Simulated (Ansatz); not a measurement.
**How the lattice parameter a of ScAlN2 (model structure, P3m1, No. 156, 4 atoms in the cell) moves with the method**

No measured value is used here.

| level (code) | value (Å) |
|---|---|
| LDA (Ansatz) | 3.305 |
| PBE (Ansatz) | 3.340 |
| PBEsol (Ansatz) | … |
| r²SCAN (Ansatz) | 3.322 |

### Question
Complete the blanks.

### Answer

- PBEsol (Ansatz, a quantum-chemistry and plane-wave program), value (Å): 3.328

Cutoffs differ between the levels. Ansatz's density-functional and Hartree–Fock values are scalar-relativistic unless marked +SOC, with PAW data made under PBE.

A model structure was made by putting elements into a prototype or built by hand; it is no filed structure, need not be a known phase, and can be a saddle point held by its symmetry.
